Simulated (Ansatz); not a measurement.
Hops of point defects in wurtzite GaN, each between lowest sites run for its defect: PBE bands (Ansatz, a quantum-chemistry and plane-wave program, plane waves to 420 eV, PAW, climbing-image NEB) beside the CHGNet universal potential on its own band (it has no charge state). Static nuclei, no finite-size correction. The rows are a random draw from the bands that converged and passed our checks of state and shape. Saddle orders were checked for a part of the study's bands only and are not shown. Vacancies start on their lattice site; split forms were not set up. Charge states are imposed.

```
Row                      Defect                               Route  Hop (Å)                               Cell and PBE mesh  CHGNet k-points  PBE barrier x (eV)  CHGNet barrier y (eV)
---  --------------------------  ----------------------------------  -------  ----------------------------------------------  ---------------  ------------------  ---------------------
1         Ga vacancy, charge -3  a nearby Ga jumps into the vacancy     3.11  72 sites, one k-point at (0.125, 0.250, 0.250)             none                2.15                   1.54
2    interstitial Mg, charge +2                   Mg moves farthest     2.61  72 sites, one k-point at (0.125, 0.250, 0.250)             none                2.04                   1.28
3          N vacancy, charge +3   a nearby N jumps into the vacancy     3.25  72 sites, one k-point at (0.125, 0.250, 0.250)             none                2.60                   2.09
4     interstitial O, charge -2                    O moves farthest     2.60  72 sites, one k-point at (0.125, 0.250, 0.250)             none                1.86                   1.01
5    interstitial Zn, charge +2                   Zn moves farthest     3.22  72 sites, one k-point at (0.125, 0.250, 0.250)             none                0.72                   0.73
6     interstitial O, charge -2                    O moves farthest     3.22  72 sites, one k-point at (0.125, 0.250, 0.250)             none                2.13                   1.00
7    interstitial Cu, charge +1                   Cu moves farthest     2.63  72 sites, one k-point at (0.125, 0.250, 0.250)             none                1.15                      ?
```

**Question.** Fit a straight line y = a x + b to rows 1 to 6, predict row 7, and compare with the computed value.

**Answer.** Means: x̄ = 1.917, ȳ = 1.275 eV. Sums: Sxx = 2.017, Sxy = 1.228 eV². So a = Sxy/Sxx = 0.609 and b = ȳ − a x̄ = 0.108 eV, with a scatter of 0.33 eV about the line. Row 7: 0.609 × 1.15 + 0.108 ≈ 0.81 eV. The computed CHGNet value is 1.02 eV, +0.21 eV from the line, within the scatter. The line only summarises these rows of one host.
